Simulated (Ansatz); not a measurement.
ZrN in the rock salt structure (space group Fm-3m, No. 225)

```
CELL_PARAMETERS angstrom
      0.00000     2.27642     2.27642
      2.27642     0.00000     2.27642
      2.27642     2.27642     0.00000
ATOMIC_POSITIONS crystal
  N  0.00000 0.00000 0.00000
  Zr 0.50000 0.50000 0.50000
```

Computed with PBEsol (Ansatz, a quantum-chemistry and plane-wave program; PAW; 420 eV plane waves; no spin-orbit coupling), earlier PAW set. k-mesh 18×18×18 (Γ-centred); smearing 0.05 eV (Fermi–Dirac).

The volume per atom comes out as 11.80 Å³, the density is 7.41 g/cm³ and the band gap comes out as zero. The total energy is -2255.497 eV/atom (σ→0; compares only within this code and set-up).

Whether these cells are dynamically stable was not tested. All final runs are without spin polarisation. An odd electron count without spin: ZrN.
